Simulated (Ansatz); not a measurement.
ZnS (F-43m), PBEsol, rigid bands (Ansatz, a first-principles code): N_c = 1.83e18 cm⁻³ at 300 K and an electron conductivity mass of 0.179 mₑ.

For 1e16 electrons per cm³ at 300 K, place the Fermi level, estimate the Seebeck coefficient of a parabolic band with constant τ, and give mobility and conductivity for τ = 20 fs.

The level lies k_BT ln(N_c/n) = 0.135 eV below the conduction-band minimum. S ≈ −(k_B/e)[ln(N_c/n) + 5/2] = -664 μV/K, against -662 μV/K from the full bands (mean over directions). μ = eτ/m = 197 cm²/(V·s) and σ = neμ = 0.315 S/cm. τ is assumed, not computed.

Band transport and this doping are assumed; polarons and phonon drag are left out. Spin-orbit coupling is left out.
